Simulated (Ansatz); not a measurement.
Mo under a change: uniaxial strain ε_zz = −3.00 %

Start from Mo in the bcc (W type) structure (space group Im-3m, No. 229; a = 3.130 Å; relaxed with 0.1 eV smearing). Axes: x, y, z lie along the cube axes.

Modification: uniaxial strain ε_zz = −3.00 %, all other strain components held at zero; the atoms relax in the strained cell.

Computed with PBEsol (Ansatz, an electronic-structure program; PAW; 420 eV plane waves; no SOC). Settings: 29×29×29 k-points, 0.1 eV Fermi–Dirac smearing.

```csv
quantity,base,changed,shift
volume per atom,15.33 Å³,14.87 Å³,-0.46 Å³
space group,Im-3m (No. 229),I4/mmm (No. 139),–
energy relative to the base (free energy F),0 meV/atom,+23 meV/atom,+23 meV/atom
"pressure (mean of the normal stresses, compression positive)",0.0 GPa,9.2 GPa,+9.2 GPa
band gap,zero,zero,–
"stress (xx, yy, zz, yz, xz, xy; compression positive)",–,"(5.7, 5.7, 16.2, 0.0, 0.0, 0.0) GPa",–
```

Final structure:

```yaml
crystal:
  lattice:
    - [-1.56498, 1.56498, 1.51803]
    - [1.56498, -1.56498, 1.51803]
    - [1.56498, 1.56498, -1.51803]
  atoms:
    - { symbol: Mo, position: [0.00000, 0.00000, 0.00000] }
```

Cost of the whole job for the changed cell (relaxation, final SCF and bands): very roughly 40 core-seconds.

Stability against distortions was not tested. The final runs are not spin-polarised.
